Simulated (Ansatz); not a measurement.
# Equilibrium lattice constant a of SnO (model structure, started from the CsCl type, Pm-3m, No. 221, 2 atoms in the cell) at several levels of theory

No measured value is used here.

```json
[
 {"level (code)": "PBE (Ansatz)", "value (Å)": "3.132"},
 {"level (code)": "PBEsol (Ansatz)", "value (Å)": "3.081"},
 {"level (code)": "PBE-D3(BJ) (Ansatz)", "value (Å)": "3.104"},
 {"level (code)": "r²SCAN (Ansatz)", "value (Å)": "(withheld)"}
]
```

Problem. Some entries are withheld; supply them.

Solution. 
- r²SCAN (Ansatz, a first-principles code), value (Å): 3.102

Ansatz's density-functional and Hartree–Fock values are scalar-relativistic unless marked +SOC, with PAW data made under PBE.

A model structure was made by putting elements into a prototype or built by hand; it is no filed structure, need not be a known phase, and can be a saddle point held by its symmetry.
